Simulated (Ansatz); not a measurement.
Si (I4₁/amd, No. 141, 2 atoms in the cell; start mp-92; high-pressure phase) was calculated with r²SCAN (plane waves, PAW; Ansatz, an electronic-structure program).

Settings: plane-wave cutoff 560 eV, 24×24×24 k mesh, Fermi–Dirac smearing 0.05 eV, scalar-relativistic PAW data made under PBE.

Cell (relaxed at this level):

```yaml
crystal:
  lattice:
    - [-2.40048, 2.40048, 1.32277]
    - [2.40048, -2.40048, 1.32277]
    - [2.40048, 2.40048, -1.32277]
  atoms:
    - { symbol: Si, position: [0.25000, 0.75000, 0.50000] }
    - { symbol: Si, position: [0.50000, 0.50000, 0.00000] }
```

Task: Estimate the bulk modulus B0 that the calculation returns.

Result: 
- bulk modulus B0: 110 GPa

The run finds no gap.

Note: the bulk modulus is −V dP/dV from two relaxed cells at ±2 % in volume; the relaxation could not lower the start's symmetry, so the cell can be a saddle point above a distorted one.

The computed numbers hold no vibrational or temperature effects.

A start named mp-… is a Materials Project structure, which need not be a measured phase.
